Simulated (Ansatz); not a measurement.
Where the default PAW files enter, the runs use the earlier of Ansatz's two default sets.

# Evanescent states of CdTe (F-43m, zinc blende, 2 atoms a cell, 35.4 Å³ an atom) along the normal of (001)

The numbers are results of r2SCAN (plane waves, PAW; Ansatz, a first-principles code), not measurements.

The gap is the functional's own, uncorrected, and κ follows it; spin-orbit coupling is left out. Mid-gap means the computed energy nearest the middle.

Energies count from the valence-band top; κ is the least over a 8×8 mesh across the current.

```tsv
E (eV)	κ (1/Å)	where
0.04	0.028	Γ
0.10	0.048	Γ
0.17	0.059	Γ
0.24	0.068	Γ
0.32	[?]	Γ
0.39	[?]	Γ
0.46	[?]	Γ
0.53	[?]	Γ
0.59	[?]	Γ
0.67	[?]	Γ
0.73	[?]	Γ
0.81	[?]	Γ
0.88	0.070	Γ
0.94	0.063	Γ
1.01	0.053	Γ
1.08	0.038	Γ
```

### Question
What belongs in the gaps?

### Answer

- 0.32, κ (1/Å): 0.073
- 0.39, κ (1/Å): 0.078
- 0.46, κ (1/Å): 0.080
- 0.53, κ (1/Å): 0.082
- 0.59, κ (1/Å): 0.082
- 0.67, κ (1/Å): 0.081
- 0.73, κ (1/Å): 0.079
- 0.81, κ (1/Å): 0.075
